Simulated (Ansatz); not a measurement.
# What pressure 0.3 GPa does to hypothetical diamond Li

The reference is Li in the diamond structure (space group Fd-3m, No. 227; a = 5.878 Å; a hypothetical phase, not in the database extracts checked).

Modification: a hydrostatic pressure of 0.3 GPa.

All numbers come from PBEsol (Ansatz, a program for electronic structure, PAW, spin-orbit coupling left out). Γ-centred 14×14×14 mesh, Fermi–Dirac width 0.05 eV.

```json
{
 "volume_per_atom": "24.13 Å³ (base 25.39 Å³)",
 "density": "0.48 g/cm³ (base 0.45 g/cm³)",
 "lattice_parameter_a": "5.779 Å (base 5.878 Å)",
 "shortest_interatomic_distance": "2.502 Å (base 2.545 Å)",
 "band_gap": "zero (base zero)"
}
```

Final structure:

```yaml
crystal:
  lattice:
    - [0.00000, 2.88960, 2.88960]
    - [2.88960, 0.00000, 2.88960]
    - [2.88960, 2.88960, 0.00000]
  atoms:
    - { symbol: Li, position: [0.25000, 0.25000, 0.25000] }
    - { symbol: Li, position: [0.00000, 0.00000, 0.00000] }
```

Load acts through the strain it causes; cell and atoms are relaxed under it. No phonon test of stability was made.
